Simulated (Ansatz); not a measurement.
Consider interstitial Al in zinc-blende AlN, charge state +1. The step: several atoms move together, Al the farthest; the atom moves 3.11 Å along (0.00, -0.50, -0.50) of the unit cell; the moving atom starts with neighbours N at 1.82, 3 N at 1.84 Å and ends with N at 1.82, 3 N at 1.84 Å. DFT values are from Ansatz (plane-wave PAW, 420 eV unless said) in a cell of 64 host sites, spin-restricted, static, with no finite-size correction. The host's phase is taken as given; its stability against other phases was not computed. The charge state is imposed; whether it is stable for some Fermi level was not computed. Sites that were not tried may lie lower. For the PBE band: the saddle point's order was not checked.

```
Level                                                              Forward barrier (eV)  Cost of the band or of the saddle's single point
-----------------------------------------------------------------  --------------------  ------------------------------------------------
CHGNet universal potential (has no charge state), its own band                     1.98                                                 -
PBE, the Γ point alone, band relaxed                                               2.26                       very roughly 9 core-minutes
PBE, a 2×2×2 k-point mesh shifted by half a step, same geometries                  1.90                    around 70 core-seconds (rough)
r2SCAN at 500 eV, the Γ point alone, same geometries                               2.36                      very roughly 50 core-seconds
```

Ansatz is a first-principles code.
